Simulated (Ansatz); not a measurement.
## SiS2, carrier doping

Base system: SiS₂ (space group Ibam, No. 72; a = 5.803 Å, b = 9.892 Å, c = 5.546 Å; made of chains).

Carriers are added at fixed cell with a uniform background; the Fermi–Dirac width is that of 300 K.

Calculations: Kohn–Sham DFT with the r2SCAN functional, run in Ansatz (a program for electronic structure) with PAW and 500 eV plane waves, without spin-orbit coupling.

Candidates:
(a) holes 1.0×10^22 cm⁻³
(b) holes 2.0×10^21 cm⁻³
(c) holes 7.0×10^21 cm⁻³
(d) electrons 2.0×10^21 cm⁻³
(e) electrons 7.0×10^21 cm⁻³

Base values:

| Property | Value |
|---|---|
| Gap between the host's bands | 3.31 eV |

**Question.** Order them by gap between the host's bands, highest first.

**Answer.** (a) holes 1.0×10^22 cm⁻³ (3.69 eV), (c) holes 7.0×10^21 cm⁻³ (3.61 eV), (b) holes 2.0×10^21 cm⁻³ (3.40 eV), (d) electrons 2.0×10^21 cm⁻³ (3.24 eV), (e) electrons 7.0×10^21 cm⁻³ (3.05 eV)

Charged cell with a jellium background: band edges are those of the host's band count, energies are not comparable with the neutral cell, and many-body gap narrowing is missing. No phonon test of stability was made. No dispersion term is included, though the crystal is made of layers, chains or molecules, so its spacings can come out too wide.
